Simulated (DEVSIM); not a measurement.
Device: Co/La2O3/p-Ge capacitor, at 300 K.

Layer 1 from the left is La2O3, thickness (nm) 16.0. Layer 2 from the left is Ge, thickness (nm) 2400, Na (cm⁻³) 6.3e16.

Metal gate on the left, work function 5 eV. Fixed charge at the semiconductor interface -4.6e10 cm⁻² (in units of +e); no interface traps.

Constants are typed, rounded textbook-type inputs, not results; the design itself was drawn at random and stands for no fabricated device. Values at 300 K.

La2O3: gap (eV) 5.8, affinity (eV) 1.8, permittivity 27. Ge: gap (eV) 0.664, affinity (eV) 4, permittivity 16, Nc (cm⁻³) 1.04e19, Nv (cm⁻³) 6e18.

### Question
Estimate by hand the flat-band voltage, the threshold voltage, and compare with a numerical solution.

### Answer

- Flat-band voltage: C = 1.49 μF/cm², work-function difference 0.454 V; VFB = φms − qNf/C = 0.46 V; numerical 0.46 V.
- Threshold voltage: φF = 0.207 V, depletion charge √(4εqNφF) = 1.09e-7 C/cm²; VT = VFB + 2φF + Qd/C = 0.95 V; numerical 0.95 V.

Simulated with DEVSIM: 1D Poisson equation in equilibrium, Boltzmann statistics, complete ionisation; no quantum confinement or tunnelling. Metal contacts follow the ideal Schottky-Mott rule: no Fermi-level pinning, no interface dipoles.
